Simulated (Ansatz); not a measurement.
**Antifluorite K2S**

Level of theory: LDA (Ansatz, a program for electronic structure, plane waves, PAW).

Run with plane-wave cutoff 520 eV, 8×8×8 k mesh, scalar-relativistic PAW data made under PBE.

Cell: relaxed at this level.

- elastic constant C11: 39.6 GPa
- elastic constant C12: 15.5 GPa
- elastic constant C44: 9.78 GPa
- Voigt–Reuss–Hill bulk modulus: 23.6 GPa
- Voigt–Reuss–Hill shear modulus (Hill average): 10.6 GPa
- Young modulus: 27.7 GPa
- Poisson ratio: 0.304

Elastic constants are with the ions relaxed.

The computed numbers hold no vibrational or temperature effects.

It cost about 120 core-seconds (a rough figure) of CPU time.
